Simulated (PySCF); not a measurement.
PySCF 2.14.0, PBE0/def2-svp, df: Mg(Br)(k2OAc)(OH2)2 (CC1[O][Mg](<-[OH2])(<-[OH2])([Br])<-[O]=1), 15 atoms. The geometry is a generated start, not checked to be a minimum at this level.

```yaml
task: energy and gradient
method: pbe0
basis: def2-svp
two_electron_scheme: density fitting
mol.max_memory: 7000 MB
mf.init_guess: minao (default)
mf.DIIS: CDIIS (default)
mf.diis_space: 8 (default)
mf.conv_tol: 1e-09 (default)
basis functions (reference run): 169
grid points (reference run): 1244880
```

```xyz
15

Mg    -0.6045     0.6247     0.0376
Br    -0.5026     2.8339     0.8890
C      2.4887    -1.4732     0.0869
C      1.1890    -0.7087     0.0286
O      0.4099    -0.7516     1.0031
O      0.9100    -0.0436    -0.9894
H      3.0838    -1.2650    -0.7965
H      3.0303    -1.1873     0.9851
H      2.2696    -2.5368     0.1467
O     -1.7302     1.0878    -1.7062
H     -1.2045     0.9773    -2.5051
H     -2.1185     1.9717    -1.7250
O     -2.4014     0.1722     1.1338
H     -2.5181     0.9153     1.7378
H     -2.3015    -0.6169     1.6736
```

Yardstick: the run with mf.grids.level = 8, mf.grids.prune = nwchem_prune (default), which is not proven converged either. Each setting ran once; only counts and results are compared.

Settings tried, all else as in the reference:
- mf.grids.level = 3 (default), no pruning
- mf.grids.level = 0
- mf.grids.level = 3 (default), mf.grids.atom_grid = 99×590
- mf.grids.level = 3 (default), mf.grids.prune = treutler_prune
- mf.grids.level = 4
- mf.grids.level = 3 (default), mf.grids.atom_grid = 50×194
- mf.grids.level = 6
- mf.grids.level = 3 (default)
- mf.grids.level = 5
- mf.grids.level = 1
- mf.grids.level = 3 (default), mf.grids.atom_grid = 75×302
- mf.grids.level = 2
- mf.grids.level = 3 (default), mf.grids.atom_grid = 35×110

Q: Which of these stay within 1.0 meV/atom in energy, 10 meV/Å in forces (largest component) of the reference run?

A: Within it: mf.grids.level = 6; mf.grids.level = 5; mf.grids.level = 3 (default), mf.grids.atom_grid = 99×590; mf.grids.level = 4; mf.grids.level = 3 (default), mf.grids.prune = treutler_prune; mf.grids.level = 3 (default), no pruning; mf.grids.level = 3 (default); mf.grids.level = 2; mf.grids.level = 3 (default), mf.grids.atom_grid = 75×302. Outside: mf.grids.level = 1; mf.grids.level = 3 (default), mf.grids.atom_grid = 50×194; mf.grids.level = 3 (default), mf.grids.atom_grid = 35×110; mf.grids.level = 0.

| setting | grid points | energy against the reference | difference in forces (largest component) |
|---|---|---|---|
| the reference | 1244880 | — | — |
| mf.grids.level = 6 | 742256 | under 0.001 meV/atom | 0.65 meV/Å |
| mf.grids.level = 5 | 509032 | under 0.001 meV/atom | 1.0 meV/Å |
| mf.grids.level = 3 (default), mf.grids.atom_grid = 99×590 | 477176 | +0.0022 meV/atom | 1.4 meV/Å |
| mf.grids.level = 4 | 338360 | +0.0024 meV/atom | 1.5 meV/Å |
| mf.grids.level = 3 (default), mf.grids.prune = treutler_prune | 171248 | −0.016 meV/atom | 3.6 meV/Å |
| mf.grids.level = 3 (default), no pruning | 315384 | −0.016 meV/atom | 3.6 meV/Å |
| mf.grids.level = 3 (default) | 192224 | −0.017 meV/atom | 3.6 meV/Å |
| mf.grids.level = 2 | 129456 | +0.013 meV/atom | 7.1 meV/Å |
| mf.grids.level = 3 (default), mf.grids.atom_grid = 75×302 | 214760 | +0.015 meV/atom | 7.2 meV/Å |
| mf.grids.level = 1 | 61952 | +0.031 meV/atom | 65 meV/Å |
| mf.grids.level = 3 (default), mf.grids.atom_grid = 50×194 | 97792 | +0.091 meV/atom | 65 meV/Å |
| mf.grids.level = 3 (default), mf.grids.atom_grid = 35×110 | 42992 | +3.4 meV/atom | 300 meV/Å |
| mf.grids.level = 0 | 14928 | +160 meV/atom | 290 meV/Å |

Total energies are compared; such shifts often cancel in part in energy differences. The gradients leave out the derivatives of the grid weights. The tolerance is a choice made for this comparison.
